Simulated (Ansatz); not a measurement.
Base system: AlN in the zinc blende structure (space group F-43m, No. 216; a = 4.370 Å). Axes: x, y, z lie along the cube axes.

Modification: tensor shear ε_xy = +1.14 % (engineering shear γ = 0.0228), atoms relaxed at fixed cell.

Level of theory: r2SCAN (Ansatz, a first-principles code; PAW; 500 eV plane waves; no spin-orbit coupling).

Q: Give the band edges at the high-symmetry points of the new zone, measured from its valence-band maximum.

A: 
```tsv
point	valence edge (eV)	conduction edge (eV)
Γ	0.00	4.73
X	-1.74	3.83
F₂	-1.62	5.70
Σ₀	-1.62	5.70
Y₀	-1.37	5.73
U₀	-1.37	5.73
R	-0.61	7.98
W	-2.78	6.61
S	-0.49	8.18
T	-1.91	3.84
```

The gap is 3.83 eV, indirect, Γ → X.

The cells carry an imposed strain or load. Whether these cells are dynamically stable was not tested. This is not the structure that AlN has at room temperature and ambient pressure. k-point labels follow each cell's own Brillouin zone.
